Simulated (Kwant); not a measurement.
Device: GaAs/Al0.3Ga0.7As stack with 1 barrier. One parabolic valley. Leads of mass 0.067 mₑ with the band edge at 0; grid 0.1 nm; bias 0 V, dropping linearly over the stack.

```json
[
 {"layer": "1", "thickness (nm)": "3.7", "band offset (eV)": "0.24", "mass (mₑ)": "0.092"}
]
```

Constants are typed, rounded textbook-type inputs, not results; the design itself was drawn at random and stands for no fabricated device.

Model: one-band effective-mass tight-binding model in one dimension, coherent, no space charge (Kwant).

Problem. Work out the transmission below the barrier top from T = 1/(1 + ((ζ + 1/ζ)/2)² sinh²(κa)), ζ = (k/m_lead)/(κ/m_barrier).

Solution. E = 0.04662 eV: k = 0.2863 nm⁻¹, κ = 0.6833 nm⁻¹, ζ = 0.5753, T = 0.0189. The simulation gives 0.0189, the same within the digits that matter. E = 0.1193 eV: k = 0.4580 nm⁻¹, κ = 0.5399 nm⁻¹, ζ = 1.165, T = 0.0695. The simulation gives 0.0695, the same within the digits that matter. E = 0.1829 eV: k = 0.5671 nm⁻¹, κ = 0.3714 nm⁻¹, ζ = 2.097, T = 0.150. The simulation gives 0.150, the same within the digits that matter. What differs comes from the grid.
